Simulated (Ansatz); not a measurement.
PrPt (Pnma, No. 62; cell taken from a computed entry), treated with LDA (PAW; Ansatz, a first-principles code).

Run with plane-wave cutoff 500 eV, 8×12×10 k mesh (along the axes of the cell as run), Fermi–Dirac smearing 0.1 eV, spin-polarised start, scalar-relativistic PAW data made under PBE.

Computed at the level's own relaxed cell.

Question: Give the computed equilibrium volume per atom.

Answer: 
equilibrium volume per atom: 21.99 Å³/atom

The run finds no gap.

Note: the magnetic order was assumed, not searched for or taken from measurement; the relaxation could not lower the start's symmetry, so the cell can be a saddle point above a distorted one; the 4f shell is treated without U or exact exchange, so its levels and filling can be wrong.

Spin–orbit coupling is not included.

The computed numbers hold no vibrational or temperature effects.

The result took around 50 core-minutes (rough).
